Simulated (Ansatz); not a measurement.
Base system: Mg₃Sb₂ (space group P-3m1, No. 164).

```
CELL_PARAMETERS angstrom
      4.56691     0.00000     0.00000
     -2.28346     3.95506     0.00000
      0.00000     0.00000     7.24702
ATOMIC_POSITIONS crystal
  Sb 0.33333 0.66667 0.22875
  Sb 0.66667 0.33333 0.77125
  Mg 0.00000 0.00000 0.00000
  Mg 0.33333 0.66667 0.63354
  Mg 0.66667 0.33333 0.36646
```

All numbers come from DFT with r2SCAN, PAW potentials and a 500 eV plane-wave cutoff in Ansatz (an electronic-structure program), no spin-orbit coupling.

For the base:

```
Property                       Value
-------------------  ---------------
Band gap                     0.61 eV
Lattice parameter a          4.567 Å
Gap character        indirect, Γ → K
```

Now apply this change: a hydrostatic pressure of 0.3 GPa.

What does the calculation give for the band gap after the change?

The band gap stays essentially unchanged (0.61 eV against 0.60 eV).

What happens to the lattice parameter a?

The lattice parameter a drops by 0.009 Å to 4.558 Å.

Estimate the effect on the gap character.

The gap character is still indirect, Γ → K.

Spin-orbit coupling, missing from the scalar runs, can matter with Sb. Load acts through the strain it causes; cell and atoms are relaxed under it. Whether these cells are dynamically stable was not tested.
